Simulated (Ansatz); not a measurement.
PbSe (Cmcm, No. 63, 4 atoms in the cell; start mp-1063670; high-pressure phase), treated with PBE0 (PAW; Ansatz, a program for electronic structure).

Numerical settings: plane-wave cutoff 460 eV, 6×6×6 k mesh, Fermi–Dirac smearing 0.01 eV, scalar-relativistic PAW data made under PBE.

Cell (relaxed with PBEsol):

Space group Cmcm (No. 63); a = 4.235 Å, b = 11.817 Å, c = 4.419 Å, α = β = γ = 90.00°

| atom | site | symmetry | x | y | z |
|---|---|---|---|---|---|
| Pb | 4c | m2m | 0.0000 | 0.6279 | 0.2500 |
| Se | 4c | m2m | 0.0000 | 0.1335 | 0.7500 |
(The calculation used a cell of 4 atoms; values per cell refer to that cell.)

Q: Estimate the band gap and Γ–Γ gap that the calculation returns.

A: 
* **band gap**: 1.73 eV
* **Γ–Γ gap**: 6.41 eV

Note: cell and atoms aren't relaxed at this level (pressure 1.7 GPa).

Spin–orbit coupling is not included; with these elements it can move the gap by several tenths of an eV or more.

Static lattice: no zero-point or thermal effects.

A start named mp-… is a Materials Project structure, which need not be a measured phase.
